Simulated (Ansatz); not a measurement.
Antifluorite K2S was calculated with PBE in Ansatz (PAW).

Settings: plane-wave cutoff 520 eV, 8×8×8 k mesh, perturbation theory, force constants from a 4×4×4 q mesh, scalar-relativistic PAW data made under PBE.

Computed at the level's own relaxed cell.

Space group Fm-3m (No. 225); a = 7.4627 Å, b = 7.4627 Å, c = 7.4627 Å, α = 90.00°, β = 90.00°, γ = 90.00°

| atom | site | symmetry | x | y | z |
|---|---|---|---|---|---|
| K | 8c | -43m | 0.2500 | 0.2500 | 0.2500 |
| S | 4a | m-3m | 0.0000 | 0.0000 | 0.0000 |
(The calculation used a cell of 3 atoms; values per cell refer to that cell.)

Harmonic phonon frequencies (cm⁻¹; i marks an imaginary mode; at Γ without the LO shift):

```
q point                    frequencies
-------  -----------------------------
Γ        0 0 0 123 123 123 155 155 155
```

Ansatz is an electronic-structure program.
